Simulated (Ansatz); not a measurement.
```
CELL_PARAMETERS angstrom
      4.19101     0.00000     0.00000
     -2.09550     3.62952     0.00000
      0.00000     0.00000     4.75032
ATOMIC_POSITIONS crystal
  Sr 0.33333 0.66667 0.00669
  Al 0.00000 0.00000 0.46393
  Ge 0.66667 0.33333 0.56236
  H  0.00000 0.00000 0.09623
```

Relaxed-ion tensors in this frame from DFT at the LDA level (Ansatz, a program for electronic structure). Proper piezoelectric stress tensor e (C/m²):

```
 0.00   0.00   0.00   0.00   0.05   0.30
 0.30  -0.30   0.00   0.05   0.00   0.00
-0.09  -0.09  -0.81   0.00   0.00   0.00
```

Stiffness C (GPa):

```
  155   41.4   25.9   16.7    0.0    0.0
 41.4    155   25.9  -16.7    0.0    0.0
 25.9   25.9   63.2    0.0    0.0    0.0
 16.7  -16.7    0.0   47.2    0.0    0.0
  0.0    0.0    0.0    0.0   47.2   16.7
  0.0    0.0    0.0    0.0   16.7   56.8
```

The cell is a database entry relaxed within its symmetry; it need not be the phase found at ambient conditions.

Task: Obtain the piezoelectric strain tensor d.

Result: d = e S with S = C⁻¹, in pC/N:

```
  0.0    0.0    0.0    0.0   -0.9    5.5
  2.8   -2.8    0.0   -0.9    0.0    0.0
  1.4    1.4  -13.9    0.0    0.0    0.0
```
Away from Γ the polar cell without biaxial strain shows no imaginary mode on a 2×2×2 mesh.
